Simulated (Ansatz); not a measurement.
Where the default PAW files enter, the runs use the earlier of Ansatz's two default sets.

```yaml
crystal:
  lattice:
    - [3.60017, 0.00000, 0.00000]
    - [0.00000, 5.22516, 0.00000]
    - [0.00000, 0.00000, 3.60017]
  atoms:
    - { symbol: Zr, position: [0.00000, 0.00000, 0.00000] }
    - { symbol: Zr, position: [0.50000, 0.50000, 0.50000] }
    - { symbol: O, position: [0.50000, 0.69823, 0.00000] }
    - { symbol: O, position: [0.50000, 0.19823, 0.00000] }
    - { symbol: O, position: [0.00000, 0.80177, 0.50000] }
    - { symbol: O, position: [0.00000, 0.30177, 0.50000] }
```

Space group of this cell: P4_2/nmc. The cell is taken as given.

Transport runs along the normal of the first two printed cell vectors, the (100) plane of the conventional cell.

The gap is the functional's own. No spin-orbit coupling. Mid-gap values are those at the computed energy nearest the middle.

### Question
Compute, with Ansatz (an electronic-structure program) with r2SCAN, the band gap and the smallest decay constant κ at mid-gap.

### Answer
Gap 4.61 eV on a 8×6×8 mesh; κ = 0.399 1/Å, at the zone centre.
